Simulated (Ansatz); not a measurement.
The starting structures come from a database of crystals and need not be the phases stable at ambient conditions.

By PBEsol, the system below comes out a metal.

Without scattering a metal conducts by its projected Fermi surface.

```yaml
crystal:
  lattice:
    - [3.49794, 0.00000, 0.00000]
    - [0.00000, 6.69314, 0.00000]
    - [0.00000, -3.34657, 5.79643]
  atoms:
    - { symbol: Ge, position: [0.00000, 0.33333, 0.66667] }
    - { symbol: Ge, position: [0.00000, 0.66667, 0.33333] }
    - { symbol: Ge, position: [0.50000, 0.00000, 0.00000] }
    - { symbol: Pd, position: [0.50000, 0.00000, 0.60637] }
    - { symbol: Pd, position: [0.50000, 0.39363, 0.39363] }
    - { symbol: Pd, position: [0.50000, 0.60637, 0.00000] }
    - { symbol: Pd, position: [0.00000, 0.26660, 0.00000] }
    - { symbol: Pd, position: [0.00000, 0.00000, 0.26660] }
    - { symbol: Pd, position: [0.00000, 0.73340, 0.73339] }
```

Space group of this cell: P-62m. The cell is taken as given; by PBEsol its mean pressure is -4.0 GPa.

The current flows along the normal of the first two printed cell vectors, the (100) plane of the conventional cell. No spin-orbit coupling; the value is a mean over 0.1 eV about the Fermi level.

Q: State the ballistic conductance per area according to Ansatz (an electronic-structure program) with PBEsol.

A: 0.38 × 10¹⁵ S/m² for both spins.
